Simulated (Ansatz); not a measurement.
Base system: Nb in the bcc (W type) structure (space group Im-3m, No. 229).

```
CELL_PARAMETERS angstrom
     -1.65133     1.65133     1.65133
      1.65133    -1.65133     1.65133
      1.65133     1.65133    -1.65133
ATOMIC_POSITIONS crystal
  Nb 0.00000 0.00000 0.00000
```

Cartesian axes are those of the cell as printed.

Method: r2SCAN (Ansatz, a quantum-chemistry and plane-wave program, PAW, spin-orbit coupling left out).

Before the change:

```
Quantity   Result
--------  -------
Pressure  0.0 GPa
```

Perturbation: biaxial strain +3.07 %, plane normal [001], relaxed out of plane (Cartesian); in-plane vectors clamped, the third vector and the atoms free.

Question: Estimate the effect on the pressure and energy relative to the base.

Answer: The pressure (mean of the normal stresses, compression positive) goes from zero to -3.4 GPa; the energy rises by 20 meV/atom.

Without a gap, meshes like the base's 20×20×20 leave anisotropic stresses uncertain by several tenths of a GPa, and small strain energies with them. No phonon test of stability was made. The final runs are not spin-polarised.
